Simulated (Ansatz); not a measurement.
## GaN: N vacancy, symmetric start

The parent structure is a 16-atom supercell of GaN in the zinc blende structure (space group F-43m, No. 216; a = 4.549 Å) at its relaxed geometry.

It is then changed as follows: a neutral N vacancy, symmetric start, atoms relaxed at fixed cell.

Method: PBE (Ansatz, a quantum-chemistry and plane-wave program; PAW; 420 eV plane waves; without spin-orbit coupling), earlier PAW set. Γ-centred 5×5×5 mesh, Fermi–Dirac width 0.01 eV.

The pressure goes from zero to -0.6 GPa and the energy gained by relaxation is 0.05 eV. The largest displacement of a host atom from its site in the perfect cell comes out as 0.04 Å and the mean distance from the defect site to its nearest host atoms decreases by 0.04 Å to 1.93 Å.

Final structure:

```xyz
15
Lattice="0.0000 4.5488 4.5488 4.5488 0.0000 4.5488 4.5488 4.5488 0.0000" Properties=species:S:1:pos:R:3 pbc="T T T"
N      5.6860     5.6860     3.4081
N      5.6860     3.4081     5.6860
N      7.9639     5.6860     5.6860
N      3.4081     5.6860     5.6860
N      5.6860     7.9639     5.6860
N      5.6860     5.6860     7.9639
N      7.9604     7.9604     7.9604
Ga    -0.0028    -0.0028    -0.0028
Ga     2.2772     2.2772    -0.0028
Ga     2.2772    -0.0028     2.2772
Ga     4.5263     2.2969     2.2969
Ga    -0.0028     2.2772     2.2772
Ga     2.2969     4.5263     2.2969
Ga     2.2969     2.2969     4.5263
Ga     4.5263     4.5263     4.5263
```

Other magnetic orders, which the real material may have, were not ruled out. In so small a cell the defect repeats every few ångströms: this is an ordered compound, not a dilute defect. A case with no gap was solved on a k-mesh chosen for an insulator, which is coarse for it. The defect started on the symmetric site and kept its symmetry, so it may sit on a saddle. Seeded moments were not kept for N vacancy. The defect cell is spin-polarised and ends with 0.2 μB, a fractional moment that hangs on the mesh and smearing. This is not the structure that GaN has at room temperature and ambient pressure.
